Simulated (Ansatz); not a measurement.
The reference is TiO$_{2}$ in the rutile structure (space group P4_2/mnm, No. 136; a = 4.548 Å, c = 2.917 Å). Axes: x, y, z lie along a, b, c of the conventional cell.

The values are results of Ansatz (an electronic-structure program) LDA, scalar-relativistic without spin-orbit coupling, not measurements.

For the base:

The pressure is 0.00 GPa.

It is then changed as follows: tensor shear ε_xz = +2.00 % (engineering shear γ = 0.0400); the atoms relax in the strained cell.

Task: Predict the new energy relative to the base and pressure.

Result: The energy rises by 6.3 meV/atom; the pressure (mean of the normal stresses, compression positive) goes from zero to 0.07 GPa.

No phonon test of stability was made. The final runs are not spin-polarised.
